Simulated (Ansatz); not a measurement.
**Fermi-surface data of ScAg (Pm-3m)**

```
CELL_PARAMETERS angstrom
      3.38054     0.00000     0.00000
      0.00000     3.38054     0.00000
      0.00000     0.00000     3.38054
ATOMIC_POSITIONS crystal
  Sc 0.50000 0.50000 0.50000
  Ag 0.00000 0.00000 0.00000
```

All values below come from PBEsol with spin-orbit coupling, rigid bands (plane waves, PAW; Ansatz, a program for electronic structure). Condition of this run: spin-orbit coupling switched on. Cell: cell and atoms relaxed with PBEsol.

The density of states at the Fermi level comes out as 1.49 states/(eV·cell), both spins and the bare Sommerfeld coefficient is 1.76 mJ/(mol of atoms·K²). The drude plasma energy comes out as 5.0 eV and the root-mean-square Fermi velocity is 5.0e5 m/s. The resistivity times τ is 19.7 ×10⁻²² Ω·m·s.

A metal at this level (no band gap); rigid bands, thermally averaged at 300 K, both spins. τ is one relaxation time for all states.

Formula and space group known from diffraction (Crystallography Open Database), not checked to be the room-temperature form: ScAg (Pm-3m).
